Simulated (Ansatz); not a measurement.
An Ansatz (a quantum-chemistry and plane-wave program) input (Ansatz, PBEsol, PAW, cutoff 420 eV, no spin-orbit coupling, earlier PAW set):

Ansatz 0.2 input:
```yaml
crystal:
  lattice:
    - [0, 1.7113482724, 1.7113482724]
    - [1.7113482724, 0, 1.7113482724]
    - [1.7113482724, 1.7113482724, 0]
  atoms:
    - { symbol: N, position: [0.75, 0.75, 0.75] }
    - { symbol: B, position: [0, 0, 0] }
basis: { ecutwfc: 420, ecutrho_ratio: 4, xc_grid: 2, fft_grid_basis: typed }
kpoints: { mp_grid: { grid: [16, 16, 16] } }
hamiltonian:
  xc: pbesol
  dispersion: none
  pseudopotentials: { azcp: { folder: ./paw }, kind: paw }
scf: { occupations: { method: fermi_dirac, width: 0.05 }, convergence: { dr2_threshold: 0.0000000002 } }
relax: { f_tol: 0.005, max_steps: 50 }
output: { forces: true, stress: true }
checkpoint: { write: state.ck, write_every: 1000 }
```

**Question.** Which symmetry and how many k-points will the program report, and about how many plane waves at Γ?

**Answer.** Space group F-43m (ITA 216) with 24 operations, k-points 145 of 4096, and 181 plane waves at Γ.

**Question.** And the final pressure?

**Answer.** 79.55 GPa (compression positive).

The cells carry an imposed strain or load. Stability against distortions was not tested. The cell was made from BN in the zinc blende structure (space group F-43m, No. 216) by this change: isotropic strain −5.06 %.
